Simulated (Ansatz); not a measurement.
The starting structures come from a database of crystals and need not be the phases stable at ambient conditions.

By PBEsol, the system below comes out a metal.

The ballistic (Sharvin) conductance counts the channels at the Fermi level: G/A = (e²/h) × channels of both spins per area.

```yaml
crystal:
  lattice:
    - [3.99409, 0.00000, 0.00000]
    - [-1.99705, 3.45898, 0.00000]
    - [0.00000, 0.00000, 5.64292]
  atoms:
    - { symbol: Sn, position: [0.66667, 0.33333, 0.75000] }
    - { symbol: Sn, position: [0.33333, 0.66667, 0.25000] }
    - { symbol: Ir, position: [0.00000, 0.00000, 0.50000] }
    - { symbol: Ir, position: [0.00000, 0.00000, 0.00000] }
```

Space group of this cell: P6_3/mmc, NiAs type. The cell is taken as given; by PBEsol its mean pressure is -2.7 GPa.

The current flows along the normal of the first two printed cell vectors, the (001) plane of the conventional cell. No spin-orbit coupling; the value is a mean over 0.1 eV about the Fermi level.

Problem. Estimate the ballistic conductance per area that PBEsol in Ansatz (a first-principles code) returns for this system.

Solution. 0.62 × 10¹⁵ S/m² for both spins.
